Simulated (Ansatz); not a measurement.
The reference is VBiO$_{4}$ (space group I4_1/a, No. 88; a = 5.107 Å, c = 11.576 Å).

Method: PBEsol (Ansatz, a program for electronic structure, PAW, spin-orbit coupling left out).

Before the change:

The width of the top valence band comes out as 0.80 eV and the gap character is indirect, Γ–X (71 % along) → N. The smallest direct gap comes out as 2.20 eV.

Modification: an isotropic linear strain of −0.63 %; the atoms relax in the strained cell.

Q: How does this affect the width of the top valence band, gap character and smallest direct gap?

A: The width of the top valence band increases by 0.08 eV to 0.88 eV; the gap character remains indirect, Γ–X (71 % along) → N; the smallest direct gap falls by 0.044 eV, from 2.20 eV to 2.15 eV.

Spin-orbit coupling, missing from the scalar runs, can matter with Bi. No phonon test of stability was made. Starting moments died away, wholly or in part, for the base; another magnetic solution may exist. The final runs are not spin-polarised.
